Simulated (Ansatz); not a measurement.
Structures of equal composition on the (111) surface of fcc Al: a layer of Ti in place of the second plane; a layer of Ti in place of the third plane. The slabs share one bottom face, and each structure is named by its start. These are constructed structures in small cells; real faces may alloy, dewet or reconstruct in larger ones, and not all known structures of the face are among them. Slabs of about 12 Å, Fermi-Dirac smearing of 0.1 eV. Bottom of the slabs: a bare face, its two planes held. Relaxed from the named starts with such symmetry as they have, on meshes of like density; energies extrapolated to zero smearing; spin only where a row says so; no spin-orbit coupling, no U. Brackets mark spin-polarised runs, whose order is one that fits the cell.

Level of theory: PBE (plane waves to 420 eV, PAW; Ansatz, an electronic-structure program).

Question: Rank these by energy per 1x1 cell (lowest first), as PBE gives it.

Answer: a layer of Ti in place of the third plane (0.000 eV), a layer of Ti in place of the second plane (0.118 eV)
